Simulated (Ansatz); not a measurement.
# How the band gap of ZrTiO4 (model structure, started from the TaAlO4 type, Pbcn, No. 60, 24 atoms in the cell) moves with the method

No measured value is used here.

```tsv
level (code)	value (eV)
LDA (Ansatz)	[?]
PBEsol+SOC (Ansatz)	3.15 (indirect)
r²SCAN+SOC (Ansatz)	3.61 (indirect)
```

Problem. Fill in the missing entries.

Solution. 
- LDA (Ansatz, a quantum-chemistry and plane-wave program), value (eV): 3.09

Computed values are for a static lattice. Levels without +SOC have no spin–orbit coupling; where heavier elements are present it shifts gaps, mostly down, and can invert bands.  PBEsol+SOC, r²SCAN+SOC: the gap is read on the k mesh or supercell of the run alone and can be too large. Values are at the PBEsol cell. Cutoffs and k meshes differ between the levels. Ansatz's density-functional and Hartree–Fock values are scalar-relativistic unless marked +SOC, with PAW data made under PBE.

A model structure was made by putting elements into a prototype or built by hand; it is no filed structure, need not be a known phase, and can be a saddle point held by its symmetry.
